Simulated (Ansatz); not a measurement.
Abridged Ansatz (an electronic-structure program) output:

```
Pseudopotential: Si, paw, valence charge 4
Crystal: 2 atoms, lattice volume = 40.343 Å³
Basis set: ecut = 500 eV, 965 PW (Γ), exchange–correlation on 120×120×120 points (64 copies of the dense FFT grid, shifted against one another)
Bands: 8, of which v1, the nominal top of the filled ones, is band 4 counted from 1 (3 counted from 0)
Symmetry: 48 space group operations
k-points: 47 of 1000
Functional: x = r2scan, c = r2scan; τ floored in thin density (d = 2e-4 eV/Å³)
SCF iter   1: F=—  HF=-1278.117782 eV  |F-HF|=—  |Δ(HF+E_count)|=         —  Δρ=3.12e-3  dr2=3.07e-3  dr2_τ=1.21e-2  ethr=1.77e-3  ⟨swp⟩=6.0  Hψ=3449  notcnv=0
SCF iter   2: F=—  HF=-1278.132848 eV  |F-HF|=—  |Δ(HF+E_count)|=   1.51e-2  Δρ=1.82e-3  dr2=9.12e-4  dr2_τ=4.74e-6  ethr=3.84e-5  ⟨swp⟩=2.0  Hψ=1125  notcnv=0
SCF 1 converged in 6 iterations: F = -1278.132813 eV  dr2 = 1.82e-10
SCF converged after 6 iterations
Free energy (F): -1278.132813 eV
Internal energy: -1278.132809 eV  (E = F + TS)
E sigma→0 (E₀):  -1278.132811 eV
Entropy (-TS):   -0.000004 eV (-0.002 meV/atom)
Fermi energy:    6.449213 eV
--- Forces (eV/Å), atoms counted from 1 ---
  atom   1  Si     0.00000000     0.00000000    -0.00000000
  atom   2  Si     0.00000000     0.00000000     0.00000000
--- Stress (GPa, compression-positive) ---
       -0.004156       0.000000       0.000000
        0.000000      -0.004156       0.000000
       -0.000000       0.000000      -0.004156
  P = ⅓ Tr σ = -0.0042 GPa (-0.042 kbar)
```

Question: What was computed, and what are the main results?

Answer: Si, 2 atoms in the cell, with Kohn–Sham DFT with the r2SCAN functional, run in Ansatz with PAW and 500 eV plane waves, no spin-orbit coupling. The last SCF converged to F = -1278.132813 eV, or -639.0664 eV per atom, at a pressure of 0.00 GPa. The total energy compares only with runs of the same code, potentials and settings.

Stability against distortions was not tested. The cell is Si in the diamond structure (space group Fd-3m, No. 227).
